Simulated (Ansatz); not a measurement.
Base system: MgTe in the zinc blende structure (space group F-43m, No. 216; a = 6.509 Å).

Computed with PBE in Ansatz (plane waves to 420 eV, PAW, no spin-orbit coupling).

Before the change:

```
Item         Result
--------  ---------
Band gap    2.33 eV
Pressure  -0.01 GPa
```

The change: every lattice vector is stretched by 1.00 %, atoms relaxed at fixed cell.

Task: Predict the new band gap.

Result: The band gap drops by 0.13 eV, from 2.33 eV to 2.20 eV.

Task: Estimate the effect on the pressure.

Result: The pressure shrinks by 0.95 GPa (-0.01 GPa → -0.96 GPa).

With Te present, leaving out spin-orbit coupling can change the band edges. The cells carry an imposed strain or load. Whether these cells are dynamically stable was not tested.

Ansatz is a program for electronic structure.
